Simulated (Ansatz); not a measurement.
Ansatz (a quantum-chemistry and plane-wave program) run on LaCoSi₃ (I4mm, 5 atoms in the cell): relaxation of cell and atoms.

Computed with PBEsol, PAW files made with PBE (plane waves; Ansatz).

```xyz
5
Lattice="-2.0560 2.0560 4.7596 2.0560 -2.0560 4.7596 2.0560 2.0560 -4.7596" Properties=species:S:1:pos:R:3 pbc="T T T"
La     0.0000     0.0000     0.0472
Co     0.0000     0.0000     6.3011
Si     0.0000     0.0000     4.0485
Si     2.0560     0.0000     2.4884
Si     0.0000     2.0560     2.4884
```

Reference input (self-consistent single point, DFT, PBEsol, plane waves, PAW files made with PBE): kpoints.mp_grid.grid = 8 8 8; hamiltonian.xc = pbesol; hamiltonian.pseudopotentials = {kind: paw} (the program's default PAW files); scf.occupations.method = fermi_dirac; scf.occupations.width = 0.1 eV. This run's input differs from it in these lines:

```diff
@@ -18,2 +18,4 @@
   occupations: { method: fermi_dirac, width: 0.1 }
+relax:
+  cell: {}
 output:
```

The program printed (abridged):

```
   [... SCF lines of the steps left out ...]
relax step   1: F+E_penalty+E_count = -13122.80171940 eV  Δ(F+E_penalty+E_count) = +0.000e0 eV  max|allowed force component| = 8.549e-2 eV/Å  Δτ_max = 0.0000 Å  P = +2.295 GPa  Ω = 80.478 Å³  (9 SCF iters, dr2 threshold 1.00e-7 eV, accepted)
relax step   2: F+E_penalty+E_count = -13122.81019468 eV  Δ(F+E_penalty+E_count) = -8.475e-3 eV  max|allowed force component| = 1.523e-1 eV/Å  Δτ_max = 0.0156 Å  P = -0.020 GPa  Ω = 81.869 Å³  energy of the carried Pulay correction = -2.129e-4 eV  [...]
   [... lines left out ...]
relax step   5: F+E_penalty+E_count = -13122.81174066 eV  Δ(F+E_penalty+E_count) = -9.200e-6 eV  max|allowed force component| = 3.046e-4 eV/Å  Δτ_max = 0.0008 Å  P = +0.000 GPa  Ω = 81.877 Å³  energy of the carried Pulay correction = -2.140e-4 eV  [...]
relax step   6: F+E_penalty+E_count = -13122.81195504 eV  Δ(F+E_penalty+E_count) = -2.144e-4 eV  max|allowed force component| = 2.964e-4 eV/Å  Δτ_max = 0.0000 Å  P = +0.001 GPa  Ω = 81.877 Å³  stress off target by 2.90e-3 GPa  SCF on the basis [...]
basis re-selected at this cell: Δ(F+E_penalty+E_count) = -2.144e-4 eV, ΔP = +0.001 GPa vs the last step
the relaxation is at rest under the 8 symmetry operations that the run kept from its start: a minimum is not shown …
Free energy (F): -13122.811955 eV
Internal energy: -13122.747686 eV  (E = F + TS)
E sigma→0 (E₀):  -13122.779820 eV
Entropy (-TS):   -0.064269 eV (-12.854 meV/atom)
Fermi energy:    12.829404 eV
--- Forces (eV/Å), atoms counted from 1 ---
  atom   1  La     0.00000000    -0.00000000    -0.00001453
   [... lines left out ...]
  cell:  # Å, volume = 81.8771 Å³
   [... lines left out ...]
    - { symbol: La, position: [0.005183574499336355, 0.005183574499336355, 1.1833879791292817e-19] }
    - { symbol: Co, position: [0.6618070690271572, 0.6618070690271572, 2.21769589251273e-18] }
    - { symbol: Si, position: [0.42584538421716167, 0.42584538421716167, 1.7078513250576683e-18] }
    - { symbol: Si, position: [0.2610870579531134, 0.7610870579531134, 0.5] }
    - { symbol: Si, position: [0.7610870579531134, 0.2610870579531134, 0.5] }
```

The run converged.  The full log also holds: “iter 5 did not close the SCF: its close was put off for the readings that it lacked (scf_convergence_deferred on its scf_iter line)”. The full log also holds: “iter 5 did not close the SCF: its close was put off for the readings that it lacked (scf_convergence_deferred on its scf_iter line)”.

Summary of the result:
- Free energy E − TS (on the zero of these files) = -13122.8120 eV
- Fermi level (on the code's own zero) = 12.83 eV
- Pressure = 0.00 GPa
- Final cell = a = 5.607 Å, b = 5.607 Å, c = 5.607 Å, α = 136.70°, β = 136.70°, γ = 62.89°
- Final volume per atom = 16.38 Å³
- Relaxation steps = 6

The starting cell comes from a database of computed structures (which also holds hypothetical and non-ambient phases and stackings), without a prior relaxation at this level. Its lattice was rescaled by a random factor within 2.5 % of one. Spin polarisation is off. The relaxation keeps the symmetry of its start, so its end need not be a minimum. Ansatz's pressure includes its estimate of the finite-basis (Pulay) stress.

Cost on one core of a shared machine: roughly 2 min.

Keys are those of Ansatz 0.2.
